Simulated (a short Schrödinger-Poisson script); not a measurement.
# Symmetric double-gate stack, SiO2 on p-type Si(100)

Structure: symmetric double-gate stack, SiO2 on p-type Si(100), at 400 K.

```csv
layer,material,thickness (nm),Na (cm⁻³)
1,SiO2,2,-
2,Si,3,2e15
3,SiO2,2,-
```

Constants are typed, rounded textbook-type inputs, not results; the design itself was drawn at random and stands for no fabricated device. SiO2: permittivity 3.9, conduction-band edge (eV) 3.15, gap (eV) 9, electron mass (mₑ) 0.5. Si: permittivity 11.7, conduction-band edge (eV) 0, gap (eV) 1.124, Nv at 300 K (cm⁻³) 3.1e19.

Channel valleys (confinement mass, in-plane density-of-states mass, number): Δ2 0.916, 0.19, 2; Δ4 0.19, 0.417, 4. At the gates, both at one voltage, the conduction-band edge of layer 1 lies 3.54 eV − eVg above the Fermi level of the channel. Gaps are held at their typed values at every temperature. Mesh 0.03 nm at interfaces.

Solved with a short Schrödinger-Poisson script written for these runs: 1D Poisson equation in equilibrium, electrons quantum, Hartree (BenDaniel-Duke, 12 states a valley, the channel's in-plane mass for all, wave functions free to enter the dielectric), parabolic valleys, classical holes, full ionisation, no traps, pinning or gate leakage.

```tsv
Vg (V)	electrons (cm⁻²)	C (μF/cm²)	Δ2 E0 (meV)	Δ2 E1 (meV)	Δ4 E0 (meV)	Δ4 E1 (meV)
0	2.65e7	< 0.003	430.9	553.2	526.9	946.5
0.2	8.65e9	0.0402	231.3	353.6	327.4	747.0
0.4	8.08e11	1.65	73.5	194.6	169.2	587.2
0.6	3.55e12	2.51	18.1	135.2	112.5	525.3
0.8	6.85e12	2.73	-9.1	103.4	83.9	490.7
1	1.03e13	2.83	-27.2	80.6	64.4	465.1
1.2	1.39e13	2.89	-40.9	62.5	49.5	444.1
1.4	1.75e13	2.94	-51.8	47.2	37.5	426.1
1.6	2.12e13	2.97	-60.8	33.9	27.4	410.2
1.8	2.49e13	2.99	-68.6	22.1	18.6	395.7
```

Gate voltages with under 1e6 electrons/cm² are left out.

Subbands count from the Fermi level. The capacitance is that of both gates.
